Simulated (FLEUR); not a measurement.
FLEUR run on PtAl2 (Fm-3m, 3 atoms in the cell): self-consistent single point.

Method of the run: FLEUR with PBEsol, all-electron FLAPW (FLEUR), scalar-relativistic valence.

```
PtAl2
1.0
    0.00000     3.02119     3.02119
    3.02119     0.00000     3.02119
    3.02119     3.02119     0.00000
Al Pt
2 1
Direct
  0.25000   0.25000   0.25000
  0.75000   0.75000   0.75000
  0.00000   0.00000   0.00000
```

Reference input (self-consistent single point, DFT, PBE, all-electron FLAPW (FLEUR), scalar-relativistic valence): Kmax = 4.4 1/bohr; GmaxXC = 13.2 1/bohr; xcFunctional = pbe; jspins = 1; l_soc = F; mode = hist; fermiSmearingEnergy = 0.00499791 Htr; mesh (inpgen div1-3) = 13 13 13; inpgen gamma flag = false; Gmax = 13.2 1/bohr; numbands = 0; maxIterBroyd = 25. This run's input differs from it in these lines:

```diff
@@ -15,2 +15,3 @@
 &comp jspins=1 /
+&exco xctyp='PBEs' /
 &kpt div1=13 div2=13 div3=13 /
@@ -27,3 +28,3 @@
       <coreElectrons ctail="T" frcor="F" kcrel="0" coretail_lmax="0"/>
-      <xcFunctional name="pbe" relativisticCorrections="F"/>
+      <xcFunctional name="PBEs" relativisticCorrections="F"/>
       <magnetism jspins="1"/>
```

Output, abridged:

```
 Iteration:     1   Distance:      13.65111728 me/bohr^3
 Iteration:     2   Distance:      11.66940496 me/bohr^3
 Iteration:     3   Distance:       5.27563078 me/bohr^3
 Iteration:     4   Distance:       2.54424421 me/bohr^3
 Iteration:     5   Distance:       1.01365723 me/bohr^3
   [... 5 lines left out ...]
 Iteration:    11   Distance:       0.00273221 me/bohr^3
 Iteration:    12   Distance:       0.00282264 me/bohr^3
 Iteration:    13   Distance:       0.00009369 me/bohr^3
 Iteration:    14   Distance:       0.00000728 me/bohr^3
 Run finished successfully
 Stop message:
   Structural relaxation: Done

[file out, last iteration]
             iter=     15
[...]
          total density-effective poten   -3.3181397652E+04
          total charge density-energy d   -3.8837864393E+02
 Updated energy parameters for spin:           1
[...]
 fermi energy and band-weighting factors:
    0.632398    0.632398

[...]
FERMIE:
          first approx. to ef    (T=0)  :   0.290479 htr   (energy of the highest occ. eigenvalue)
          number of occ. states  (T=0)  :        910
          first approx. to seigv (T=0)  :  -7.642069 htr
          sum of weights of occ. states :  11.000000
          sum of semicore charge        :   0.000000 e
FERHIS:  Fermi-Energy by histogram:
          bandgap                     :   0.001048 htr
   [... lines left out ...]
          charge neutrality (T=0)     :   0.000000    (zero if the highest occ. eigenvalue is "entirely" occupied)
     EF_NEWTON:  Adjust Fermi-Energy by Newton-Method.
 Direct bandgap for spin            1 :    2.1755953164322717E-002  Htr
 ---->    free energy=                    -18926.3649246628 htr
   [... lines left out ...]
      extrapolation for T->0
 ---->    total electron energy=          -18926.3635633530 htr
 ***** TOTAL FORCES ON ATOMS *****
 TOTAL FORCE FOR ATOM TYPE=  1  X=  2.855   Y=  2.855   Z=  2.855
                       FX_TOT= 0.000000 FY_TOT= 0.000000 FZ_TOT= 0.000000
 TOTAL FORCE FOR ATOM TYPE=  2  X=  0.000   Y=  0.000   Z=  0.000
                       FX_TOT= 0.000000 FY_TOT= 0.000000 FZ_TOT= 0.000000
 Structural relaxation: Done
```

The run converged in 14 iterations. FLEUR gives forces in its relaxation mode, with a further iteration, so its stop message speaks of a relaxation. 

The starting cell has typed, rounded lattice constants, without a prior relaxation at this level. Its lattice was rescaled by a random factor within 2.5 % of one. Spin-orbit coupling is off. Spin polarisation is off. Values depend on the basis (sphere radii, cutoffs, local orbitals), which need not be converged. The log's line on a gap gives a spacing of levels on this mesh, which the program prints for metals too.

Cost on one core of a shared machine: roughly 3 min.
